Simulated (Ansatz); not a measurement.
The starting structures come from a database of crystals and need not be the phases stable at ambient conditions.

Inside the gap of an insulator the Bloch states are evanescent, with a wavenumber k + iκ along the transport direction.

Consider the following.

```xyz
22
Lattice="6.8876 0.0000 0.0000 0.0000 9.7405 0.0000 3.4438 4.8703 3.4438" Properties=species:S:1:pos:R:3 pbc="T T T"
In     1.7219     1.2176     0.0000
In     3.4438     3.6527     1.7219
In     5.1657     1.2176     0.0000
In     6.8876     8.5229     1.7219
Ge     1.7219     6.0878     0.0000
Ge     3.4438     8.5229     1.7219
Ge     5.1657     6.0878     0.0000
Ge     6.8876     3.6527     1.7219
O      3.4438     2.4351     0.0000
O      0.0000     0.0000     0.0000
O      0.0000     2.8849     0.0000
O      3.4438     5.3201     0.0000
O      0.0000     6.8556     0.0000
O      3.4438     9.2907     0.0000
O      8.2914     4.8703     1.4038
O      4.8476     7.3054     1.4038
O      2.0400     9.7405     2.0400
O      5.4837    12.1756     2.0400
O      5.4837     4.8703     1.4038
O      2.0400     7.3054     1.4038
O      4.8476     9.7405     2.0400
O      8.2914    12.1756     2.0400
```

Space group of this cell: Fd-3m. The cell is taken as given.

Transport runs along the normal of the first two printed cell vectors, the (110) plane of the conventional cell.

The gap is the functional's own. No spin-orbit coupling. Mid-gap values are interpolated on the energy grid.

**Question.** Compute, with r2SCAN (Ansatz, an electronic-structure program), the band gap and the smallest decay constant κ at mid-gap.

**Answer.** Gap 2.06 eV on a 10×10×10 mesh; κ = 0.200 1/Å, at the zone centre.
